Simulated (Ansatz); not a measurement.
The reference is TiAl (space group P4/mmm, No. 123; a = 2.8127 Å, c = 4.0616 Å; relaxed with 0.1 eV smearing). Axes: x, y, z lie along a, b, c of the conventional cell.

The values are results of Ansatz (an electronic-structure program), r2SCAN, PAW, cutoff 500 eV, no spin-orbit coupling, not measurements.

Base values:

- Shortest interatomic distance: 2.813 Å

It is then changed as follows: tensor shear ε_xz = +2.00 % (engineering shear γ = 0.0400); the atoms relax in the strained cell.

Predict the new stress, shortest interatomic distance and energy relative to the base.

The stress (xx, yy, zz, yz, xz, xy; compression positive) is (0.2, 0.2, 0.3, 0.0, -4.9, 0.0) GPa; the shortest interatomic distance drops by 0.0102 Å, from 2.813 Å to 2.802 Å; the energy grows by 9.9 meV/atom.

Whether these cells are dynamically stable was not tested. The final runs are not spin-polarised.
